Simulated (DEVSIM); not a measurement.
System: abrupt Si p-n junction, at 300 K.

```csv
layer (left to right),material,thickness (μm),Nd (cm⁻³),Na (cm⁻³),τn (s),τp (s)
1,Si,1.40,-,8.6e15,1.2e-5,1.2e-5
2,Si,96.0,1.7e15,-,1.2e-5,1.2e-5
```

Left contact: ohmic. Right contact: ohmic. Voltage is applied to the left contact. Recombination: SRH at mid-gap. Mobility is constant in doping.

This is a model device: material constants are rounded textbook-type values typed into the input, and sizes, dopings and lifetimes were drawn at random. Values at 300 K.

```tsv
parameter	Si
gap (eV)	1.124
affinity (eV)	4.05
permittivity	11.7
Nc (cm⁻³)	2.86e19
Nv (cm⁻³)	3.1e19
μn (cm²/Vs)	1417
μp (cm²/Vs)	470
```

Simulated with DEVSIM: 1D drift-diffusion, Boltzmann statistics, complete ionisation; no tunnelling, impact ionisation, image-force lowering or self-heating.

### Question
Give the small-signal capacitance in reverse bias (quasi-static).

### Answer

| V (V) | C (nF/cm²) |
|---|---|
| -0.04 | 13.5 |
| -0.1 | 12.9 |
| -0.2 | 12.1 |
| -0.3 | 11.4 |
| -0.4 | 10.8 |
| -0.6 | 9.87 |
| -0.8 | 9.14 |
| -1 | 8.56 |
| -1.3 | 7.85 |
| -1.6 | 7.30 |
| -2 | 6.72 |
